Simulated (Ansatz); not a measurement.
**AlB2-type TiB2**

Method: PBEsol-D3(BJ) (Ansatz, a program for electronic structure, plane waves, PAW).

Numerical settings: plane-wave cutoff 520 eV, 24×24×18 k mesh (along the axes of the cell as run), Fermi–Dirac smearing 0.05 eV, no spin polarisation, scalar-relativistic PAW data made under PBE.

Cell (relaxed at this level):

```yaml
crystal:
  lattice:
    - [1.49655, -2.59211, 0.00000]
    - [1.49655, 2.59211, 0.00000]
    - [0.00000, 0.00000, 3.14756]
  atoms:
    - { symbol: Ti, position: [0.00000, 0.00000, 0.00000] }
    - { symbol: B, position: [0.33333, 0.66667, 0.50000] }
    - { symbol: B, position: [0.66667, 0.33333, 0.50000] }
```

```yaml
bulk modulus B0: 278 GPa
band_gap: none
pressure derivative B′ of the bulk modulus: 3.9
```

Measured, for comparison: bulk modulus 240 GPa (room temperature, no zero-point or thermal correction, our sources range from 233 to 250; as tabulated in Synthesis of Binary Transition Metal Nitrides, Carbides and Borides from the …). Computed (rounded) less measured: bulk modulus +16 % (+11 % to +19 % over the range).

Note: the bulk modulus comes from volumes at which shape and atoms were relaxed.

The computed numbers hold no vibrational or temperature effects.
